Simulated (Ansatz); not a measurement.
Method: PBE (plane waves to 420 eV, PAW; Ansatz, a quantum-chemistry and plane-wave program).

Plane-averaged electrostatic potential energy along the normal, in eV from the Fermi level, for Li on the 1x1 (0001) surface of hcp Co, ferromagnetic, one in a 1x1 cell, started at the site 'hollow Co-Co-Co':

| z (Å) | V (eV) |
|---|---|
| 5.38 | 4.96 |
| 5.67 | 4.96 |
| 5.95 | 4.96 |
| 6.23 | 4.96 |
| 6.52 | 4.95 |
| 6.80 | 4.94 |
| 7.08 | 4.91 |
| 7.37 | 4.85 |
| 7.65 | 4.73 |
| 7.93 | 4.49 |
| 8.22 | 3.99 |
| 8.50 | 2.98 |
| 8.78 | 0.87 |
| 9.07 | -4.87 |
| 9.35 | -13.73 |
| 9.63 | -19.74 |
| 9.92 | -19.45 |
| 10.20 | -13.07 |
| 10.48 | -4.76 |
| 10.77 | -1.56 |
| 11.05 | -6.25 |
| 11.33 | -14.77 |
| 11.62 | -20.18 |
| 11.90 | -19.15 |
| 12.18 | -12.20 |
| 12.47 | -3.81 |
| 12.75 | -0.59 |
| 13.03 | -4.00 |
| 13.32 | -12.45 |
| 13.60 | -19.26 |
| 13.88 | -20.08 |
| 14.17 | -14.50 |
| 14.45 | -5.94 |
| 14.73 | -1.33 |
| 15.02 | -4.31 |
| 15.30 | -12.59 |
| 15.58 | -19.22 |
| 15.87 | -19.86 |
| 16.15 | -14.10 |
| 16.43 | -5.31 |
| 16.72 | 0.04 |
| 17.00 | 0.64 |
| 17.28 | -1.57 |
| 17.57 | -5.66 |
| 17.85 | -8.05 |
| 18.13 | -6.62 |
| 18.42 | -2.96 |
| 18.70 | -0.11 |
| 18.98 | 1.45 |
| 19.27 | 2.52 |
| 19.55 | 3.20 |
| 19.83 | 3.61 |
| 20.12 | 3.86 |
| 20.40 | 4.00 |
| 20.68 | 4.08 |
| 20.97 | 4.12 |
| 21.25 | 4.15 |
| 21.53 | 4.16 |
| 21.82 | 4.17 |
| 22.10 | 4.17 |

Set-up: 5 atoms, 6.0 Å thick at the start under the adsorbate (thin: gaps and levels are the slab's own); mesh 14x14x1; 0.1 eV smearing; dipole correction on; 2 atoms held, the rest relaxed; start symmetry kept, larger cells not searched; spin-polarised, no spin-orbit, no U, no dispersion correction. At the end it is bonded to 3 Co. In PBE it is, or lies within 0.03 eV of, the lowest of the starts that converged.

Q: The surface cell has an area of 5.38 Å². What dipole along the normal does the step between the two vacuum levels imply?

A: the top vacuum level lies 0.79 eV below the bottom one; p = −ε₀ A ΔV (ε₀ = 0.005526 e/(V·Å)) gives 0.02 e·Å a cell.
